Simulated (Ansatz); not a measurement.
Base system: SnO (space group P4/nmm, No. 129; layered, stacked along the Cartesian z axis).

```
SnO
1.0
    3.83709     0.00000     0.00000
    0.00000     3.83709     0.00000
    0.00000     0.00000     4.75881
Sn O
2 2
Cartesian
  1.91855   0.00000   3.60037
  0.00000   1.91855   1.15845
  1.91855   1.91855   0.00000
  0.00000   0.00000   0.00000
```

Level of theory: PBE-D3(BJ) (Ansatz, a quantum-chemistry and plane-wave program; PAW; 420 eV plane waves; no SOC).

Before the change:

The band gap is zero. The gap character is absent.

Perturbation: an isotropic linear strain of +3.00 %, atoms relaxed at fixed cell.

Task: Predict the new band gap, gap character and energy relative to the base.

Result: The band gap goes from zero to 0.66 eV; the gap character goes from absent to indirect, M–Γ (80 % along) → M; the energy goes up by 20 meV/atom.

Whether these cells are dynamically stable was not tested. The final runs are not spin-polarised. A zero or small gap of SnO can be the functional's error rather than a property of the material.
